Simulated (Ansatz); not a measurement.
The parent structure is Li in the bcc (W type) structure (space group Im-3m, No. 229; a = 3.4343 Å).

All numbers come from PBEsol (Ansatz, an electronic-structure program; PAW; 420 eV plane waves; no spin-orbit coupling).

For the base:

The lattice parameter a is 3.434 Å.

It is then changed as follows: cell and atoms relaxed at a pressure of 45 GPa.

Question: What does the calculation give for the lattice parameter a after the change?

Answer: The lattice parameter a shrinks by 0.8266 Å (3.434 Å → 2.608 Å).

Load acts through the strain it causes; cell and atoms are relaxed under it. Whether these cells are dynamically stable was not tested. Measured, Li leaves this structure (for fcc) near 7.5 GPa (temperature not stated; as listed in Olga Degtyareva, NATO science for peace and security series. B, Physics and biophysics (2010)).
